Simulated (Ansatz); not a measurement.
# BeSe (model structure, started from the BeO type, P4₂/mnm, No. 136, 8 atoms in the cell): properties by level of theory

| level (code) | lattice constant a (Å) | c axis length (Å) | cohesive energy (eV/atom) |
|---|---|---|---|
| LDA (Ansatz) | 6.169 | 3.612 | ? |
| PBE (Ansatz) | 6.295 | 3.673 | ? |
| PBEsol (Ansatz) | 6.229 | 3.646 | 4.23 |
| PBE-D3(BJ) (Ansatz) | ? | ? | 4.22 |

Complete the blanks.


- LDA (Ansatz, an electronic-structure program), cohesive energy (eV/atom): 4.63
- PBE (Ansatz), cohesive energy (eV/atom): 3.92
- PBE-D3(BJ) (Ansatz), lattice constant a (Å): 6.198
- PBE-D3(BJ) (Ansatz), c axis length (Å): 3.638

Ansatz's density-functional and Hartree–Fock values are scalar-relativistic unless marked +SOC, with PAW data made under PBE.

Free atoms are spin-polarised, in the lowest state found; at levels without +SOC their spin–orbit coupling is left out.

The computed numbers hold no vibrational or temperature effects.

A model structure was made by putting elements into a prototype or built by hand; it is no filed structure, need not be a known phase, and can be a saddle point held by its symmetry.
